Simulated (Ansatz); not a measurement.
Base system: ScCuO2 (space group P6_3/mmc, No. 194; a = 3.203 Å, c = 11.284 Å). Axes: x lies along a and z along c of the hexagonal cell.

Computed with Kohn–Sham DFT with the PBEsol functional, run in Ansatz (a quantum-chemistry and plane-wave program) with PAW and 420 eV plane waves, spin-orbit coupling left out.

Base values:

The volume per atom is 12.53 Å³.

One thing is altered: compressive biaxial strain of 1.50 % in the plane normal to [001], as in epitaxy on a mismatched substrate; the out-of-plane cell vector and the atoms relax.

Q: What does the calculation give for the volume per atom after the change?

A: The volume per atom drops by 0.27 Å³ (12.53 Å³ → 12.26 Å³).

Q: How does this affect the in-plane stress?

A: The mean in-plane stress (compression positive) is +3.6 GPa.

Whether these cells are dynamically stable was not tested. No Hubbard U is applied. All final runs are without spin polarisation.
